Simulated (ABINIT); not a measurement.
Band structure of Au (Fm-3m, 1 atom in the cell).

```yaml
crystal:
  lattice:
    - [0.00000, 2.11714, 2.11714]
    - [2.11714, 0.00000, 2.11714]
    - [2.11714, 2.11714, 0.00000]
  atoms:
    - { symbol: Au, position: [0.00000, 0.00000, 0.00000] }
```

Method: PBE, norm-conserving pseudopotentials (PseudoDojo nc-sr-05 PBE standard) (plane waves; ABINIT 10.0.3).

Settings: pseudos = [Au.upf]; ecut = 1034 eV; occopt = 7; tsmear = 0.1 eV; ngkpt = 13 13 13; nshiftk = 1; shiftk = 0 0 0; potentials = PseudoDojo nc-sr-05 PBE standard; kptopt = 1; nstep = 60; toldfe1 = 1e-09 Ha; ndtset = 2; getden2 = 1.

The starting cell comes from a database of computed structures (which also holds hypothetical and non-ambient phases and stackings), without a prior relaxation at this level. Its lattice was rescaled by a random factor within 2.5 % of one. Spin-orbit coupling is off.

Levels in eV from the Fermi level, bands 6 to 13:
```csv
point,6,7,8,9,10,11,12,13
Γ,-4.29,-4.29,-4.29,-3.03,-3.03,14.44,17.82,17.82
X,-6.01,-2.08,-1.77,-1.77,1.16,4.81,9.55,9.55
W,-4.65,-4.65,-3.13,-1.77,4.01,5.82,5.82,8.65
K,-5.21,-3.53,-2.78,-2.14,3.34,4.27,6.70,11.82
L,-4.31,-4.31,-2.04,-2.04,-0.63,2.39,13.88,16.16
U,-5.21,-3.53,-2.78,-2.14,3.34,4.27,6.70,11.82
```

Bands cross the Fermi level along this path, so the cell is metallic at this level.
